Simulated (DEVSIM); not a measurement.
System: Co/SiO2/p-Si capacitor, at 450 K.

```csv
layer (left to right),material,thickness (nm),Na (cm⁻³)
1,SiO2,1.30,-
2,Si,4700,1.5e16
```

Metal gate on the left, work function 5 eV. Fixed charge at the semiconductor interface -8.8e11 cm⁻² (in units of +e); no interface traps.

Constants are typed, rounded textbook-type inputs, not results; the design itself was drawn at random and stands for no fabricated device. Values at 300 K; Nc and Nv go as T^1.5, mobilities as T to minus their exponent, the gap by Varshni's rule with the affinity fixed.

```tsv
parameter	SiO2	Si
gap (eV)	9	1.124
affinity (eV)	0.9	4.05
permittivity	3.9	11.7
Nc (cm⁻³)	-	2.86e19
Nv (cm⁻³)	-	3.1e19
Varshni α (eV/K)	-	0.000473
Varshni β (K)	-	636
```

Model (solved in DEVSIM): 1D Poisson equation in equilibrium, Boltzmann statistics, complete ionisation; no quantum confinement or tunnelling. Metal contacts follow the ideal Schottky-Mott rule: no Fermi-level pinning, no interface dipoles.

Q: Tabulate band edges, carrier densities and field at 0.6 V on the gate.

A: Energies count from the Fermi level of the right contact; mesh points crowd at the junctions.

| x (μm) | Ec (eV) | Ev (eV) | n (cm⁻³) | p (cm⁻³) | field (V/cm) |
|---|---|---|---|---|---|
| 0.000 | 3.500 | -5.500 | < 1e2 | < 1e2 | 520000 |
| 0.0006348 | 3.533 | -5.467 | < 1e2 | < 1e2 | 520000 |
| 0.001272 | 3.566 | -5.434 | < 1e2 | < 1e2 | 420000 |
| 0.002425 | 0.422 | -0.660 | 1.0e15 | 2.3e12 | 38000 |
| 0.006245 | 0.436 | -0.646 | 6.9e14 | 3.4e12 | 37000 |
| 0.01301 | 0.460 | -0.621 | 3.7e14 | 6.3e12 | 35000 |
| 0.02635 | 0.505 | -0.577 | 1.2e14 | 2.0e13 | 32000 |
| 0.07017 | 0.622 | -0.459 | 5.7e12 | 4.1e14 | 22000 |
| 0.1428 | 0.725 | -0.356 | 4.0e11 | 5.9e15 | 7700 |
| 0.3008 | 0.761 | -0.321 | 1.6e11 | 1.5e16 | 220 |
| 0.6127 | 0.762 | -0.320 | 1.5e11 | 1.5e16 | ≈ 0 |
| 1.637 | 0.762 | -0.320 | 1.5e11 | 1.5e16 | ≈ 0 |
| 3.027 | 0.762 | -0.320 | 1.5e11 | 1.5e16 | ≈ 0 |
| 3.907 | 0.762 | -0.320 | 1.5e11 | 1.5e16 | ≈ 0 |
| 4.395 | 0.762 | -0.320 | 1.5e11 | 1.5e16 | ≈ 0 |
| 4.556 | 0.762 | -0.320 | 1.5e11 | 1.5e16 | ≈ 0 |
| 4.631 | 0.762 | -0.320 | 1.5e11 | 1.5e16 | ≈ 0 |
| 4.668 | 0.762 | -0.320 | 1.5e11 | 1.5e16 | ≈ 0 |
| 4.689 | 0.762 | -0.320 | 1.5e11 | 1.5e16 | ≈ 0 |
| 4.696 | 0.762 | -0.320 | 1.5e11 | 1.5e16 | ≈ 0 |
| 4.699 | 0.762 | -0.320 | 1.5e11 | 1.5e16 | ≈ 0 |
| 4.701 | 0.762 | -0.320 | 1.5e11 | 1.5e16 | ≈ 0 |
